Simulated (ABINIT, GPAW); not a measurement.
An ABINIT input for a self-consistent single point of W (Im-3m, 1 atom in the cell) (DFT, PBE, plane waves, PAW (JTH v2.0 PBE PAW)):

```
# W, JTH v2.0 PBE PAW
pp_dirpath "./"
pseudos "W.GGA_PBE-JTH.xml"
acell 5.0846226858 5.0846226858 5.0846226858
rprim
        -0.5773502692    0.5773502692    0.5773502692
         0.5773502692   -0.5773502692    0.5773502692
         0.5773502692    0.5773502692   -0.5773502692
natom 1
ntypat 1
znucl 74
typat 1
xred    0.0000000000    0.0000000000    0.0000000000
ecut 20
pawecutdg 40
pawxcdev 0
occopt 3
tsmear 0.00499791
nband 12
kptopt 1
ngkpt 19 19 19
nshiftk 1
shiftk 0 0 0
nstep 50
tolvrs 1.0e-10
prtwf 0
prtden 0
prtvol 1
```

Write the same calculation as an input for GPAW.

One input that does it (others would too):

```python
from ase import Atoms
from ase.units import GPa
from gpaw import GPAW

atoms = Atoms(['W'],
              cell=[[-1.553457, 1.553457, 1.553457],
                    [1.553457, -1.553457, 1.553457],
                    [1.553457, 1.553457, -1.553457]],
              positions=[[0.000000, 0.000000, 0.000000]],
              pbc=True)

calc = GPAW(mode={'name': 'pw', 'ecut': 550},
            xc='PBE',
            kpts=(19, 19, 19),
            occupations={'name': 'fermi-dirac', 'width': 0.136},
            nbands=-7,
            convergence={'density': 1e-05},
            symmetry={'symmorphic': False, 'tolerance': 0.0005},
            maxiter=100)

atoms.calc = calc

energy = atoms.get_potential_energy()
print('Energy (eV):', round(energy, 6))
forces = atoms.get_forces()
print('Forces (eV/Ang):')
print(forces.round(5))
stress = atoms.get_stress()
print('Stress (GPa, Voigt):', (stress / GPa).round(4))
```

Basis, cutoffs, solver keys and any potentials are the target program's own. This input uses DFT PBE, plane waves, GPAW PAW datasets PBE (gpaw-data 1.0.1). Both were run: pressure 25.93 GPa in ABINIT and 25.45 in GPAW.

On GPAW: the starting cell comes from a database of computed structures (which also holds hypothetical and non-ambient phases and stackings), without a prior relaxation at this level. For this run, on top of that: lattice scaled by 0.98. Spin polarisation is off. With a pressure of about 25 GPa the cell is away from its equilibrium volume at this level.

On ABINIT: the starting cell comes from a database of computed structures (which also holds hypothetical and non-ambient phases and stackings), without a prior relaxation at this level. For this run, on top of that: lattice scaled by 0.98. Spin polarisation is off. With a pressure of about 26 GPa the cell is away from its equilibrium volume at this level.
